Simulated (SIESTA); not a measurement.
A self-consistent single point of Li3YSb2 (P-3m1, 6 atoms in the cell) with SIESTA.

Computed with GGA PBEsol, numerical atomic orbitals DZP, PseudoDojo PBEsol standard norm-conserving potentials (rewritten from UPF to PSML) in SIESTA.

The change in words: lattice scaled by 0.98. Reference geometry:
```
Li3YSb2
1.0
    4.53148     0.00000     0.00000
   -2.26574     3.92438     0.00000
    0.00000     0.00000     7.18739
Li Y Sb
3 1 2
Direct
  0.33333   0.66667   0.65101
  0.66667   0.33333   0.34899
  0.00000   0.00000   0.50000
  0.00000   0.00000   0.00000
  0.33333   0.66667   0.24925
  0.66667   0.33333   0.75075
```

Reference input (self-consistent single point, DFT, GGA PBEsol, numerical atomic orbitals DZP, PseudoDojo PBEsol standard norm-conserving potentials (rewritten from UPF to PSML)): XC.functional = GGA; XC.authors = PBEsol; potentials = PseudoDojo PBEsol standard; PAO.BasisSize = DZP; PAO.EnergyShift = 0.01 Ry; MeshCutoff = 400 Ry; kgrid.MonkhorstPack = 6 6 3; OccupationFunction = FD; ElectronicTemperature = 136 meV; PAO.Polarization.NonPerturbative = true; MaxSCFIterations = 150; SCF.Mixer.Method = Broyden. This run's input differs from it in these lines:

```diff
@@ -11,7 +11,7 @@
 %endblock ChemicalSpeciesLabel
-LatticeConstant              4.531480 Ang
+LatticeConstant              4.440850 Ang
 %block LatticeVectors
      1.000000000    0.000000000    0.000000000
-    -0.500000000    0.866025449    0.000000000
-     0.000000000    0.000000000    1.586102112
+    -0.500000000    0.866025423    0.000000000
+     0.000000000    0.000000000    1.586102210
 %endblock LatticeVectors
@@ -19,8 +19,8 @@
 %block AtomicCoordinatesAndAtomicSpecies
-    -0.000000500    0.577350588    1.032568336  1
-     0.500000500    0.288674861    0.553533776  1
-     0.000000000    0.000000000    0.793051056  1
+    -0.000000500    0.577350571    1.032568400  1
+     0.500000500    0.288674852    0.553533810  1
+     0.000000000    0.000000000    0.793051105  1
      0.000000000    0.000000000    0.000000000  2
-    -0.000000500    0.577350588    0.395335951  3
-     0.500000500    0.288674861    1.190766161  3
+    -0.000000500    0.577350571    0.395335976  3
+     0.500000500    0.288674852    1.190766234  3
 %endblock AtomicCoordinatesAndAtomicSpecies
```

Log, with long lists cut:

```
        iscf     Eharris(eV)        E_KS(eV)     FreeEng(eV)     dDmax    Ef(eV) dHmax(eV)
   scf:    1    -6611.804820    -6631.677900    -6631.701705  1.575363 -5.009245  8.971677
   scf:    2    -6635.816348    -6633.986099    -6634.016622  0.061722 -5.110535  5.869883
   scf:    3    -6635.444953    -6635.205938    -6635.249580  0.092224 -5.287967  1.943284
   scf:    4    -6635.290872    -6635.290952    -6635.330118  0.035876 -5.328873  1.330192
   scf:    5    -6635.373738    -6635.355405    -6635.397713  0.037196 -5.404879  0.263892
   [... 4 lines left out ...]
   scf:   10    -6635.356854    -6635.356840    -6635.399272  0.000067 -5.386804  0.003612
   scf:   11    -6635.356869    -6635.356855    -6635.399272  0.000054 -5.386698  0.000764
   scf:   12    -6635.356858    -6635.356856    -6635.399272  0.000016 -5.386685  0.000622
   scf:   13    -6635.356856    -6635.356856    -6635.399273  0.000009 -5.386674  0.000519
SCF Convergence by DM+H criterion
max |DM_out - DM_in|         :     0.0000092075
max |H_out - H_in|      (eV) :     0.0005194761
SCF cycle converged after 13 iterations

Using DM_out to compute the final energy and forces

siesta: E_KS(eV) =            -6635.3569

siesta: E_KS - E_eggbox =     -6635.3569

siesta: Atomic forces (eV/Ang):
     1    0.000026   -0.000015    0.007436
     2   -0.000026    0.000015   -0.007436
     3    0.000000    0.000000    0.000000
     4    0.000000    0.000000   -0.000000
     5    0.000014   -0.000008   -0.049205
     6   -0.000014    0.000008    0.049205
   Tot    0.000000    0.000000    0.000000
   Max    0.049205
   Res    0.016588    sqrt( Sum f_i^2 / 3N )
   Max    0.049205    constrained

   [... lines left out ...]
siesta: FreeEng =     -6635.399273
siesta: Cell volume =        120.298476 Ang**3
siesta:          15.63987942         14.79855584  kBar
   [... lines left out ...]
              2.005   2.004   2.003   2.004   2.005   0.029   0.036   0.021

              0.036   0.029

mulliken: Qtot =       50.000

Mulliken Atomic Populations:
Atom #   charge [q] valence [e]  Species
     1    -0.542147    3.542147  Li
     2    -0.542147    3.542147  Li
     3    -0.006850    3.006850  Li
     4     0.696078   10.303922  Y
     5     0.197534   14.802466  Sb
     6     0.197534   14.802466  Sb
 Total    -0.000000
```

The run converged in 13 iterations. Against the reference run the free energy is nearly the same (within 1 meV/atom), the pressure goes from -1.57 to 1.56 GPa and the largest force goes from 0.132 to 0.049 eV/Å.

The starting cell comes from a database of computed structures (which also holds hypothetical and non-ambient phases and stackings), without a prior relaxation at this level. For this run, on top of that: lattice scaled by 0.98. Values carry the incompleteness of an atom-centred basis.

Cost on one core of a shared machine: roughly 40 s.
